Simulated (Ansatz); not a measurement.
# GaAs: response to strain

Consider GaAs in the zinc blende structure (space group F-43m, No. 216; a = 5.6667 Å). Axes: x, y, z lie along the cube axes.

Strains are applied to the cell and any free atomic positions relax; under biaxial strain the out-of-plane vector relaxes too; under stress the whole cell relaxes.

The values are results of r2SCAN/PAW in Ansatz (a quantum-chemistry and plane-wave program), no SOC, not measurements.

Notes on the quantities. pressure: mean of the normal stresses, compression positive; energy relative to the base: free energy F.

| variant | pressure | band gap | energy relative to the base | gap character | volume per atom |
|---|---|---|---|---|---|
| base | 0.00 GPa | 0.96 eV | 0 meV/atom | direct at Γ | 22.75 Å³ |
| biaxial strain −3.43 %, plane normal [001], relaxed out of plane | 3.24 GPa | 1.12 eV | +23 meV/atom | direct at Γ | 21.82 Å³ |
| biaxial strain −0.83 %, plane normal [001], relaxed out of plane | 0.71 GPa | 1.00 eV | +1.2 meV/atom | direct at Γ | 22.53 Å³ |
| biaxial strain −1.44 %, plane normal [111], relaxed out of plane | 1.75 GPa | 1.07 eV | +5.2 meV/atom | direct at Γ | 22.23 Å³ |
| isotropic strain −4.97 % | 15.64 GPa | 1.45 eV | +137 meV/atom | indirect, Γ → Γ–X (87 % along) | 19.52 Å³ |
| isotropic strain −0.61 % | 1.39 GPa | 1.11 eV | +1.8 meV/atom | direct at Γ | 22.33 Å³ |
| uniaxial strain ε_zz = −1.22 % | 0.91 GPa | 1.01 eV | +1.3 meV/atom | direct at Γ | 22.47 Å³ |
| uniaxial stress, 1 GPa tension along z | – | 0.89 eV | +0.8 meV/atom | direct at Γ | 22.85 Å³ |
| tensor shear ε_xz = +3.59 % | 0.19 GPa | 0.55 eV | +22 meV/atom | direct at Γ | 22.72 Å³ |
| tensor shear ε_xz = −0.70 % | 0.01 GPa | 0.90 eV | +0.8 meV/atom | direct at Γ | 22.74 Å³ |

Beyond what the load breaks, stability against distortions was not tested. k-point labels follow each cell's own Brillouin zone.
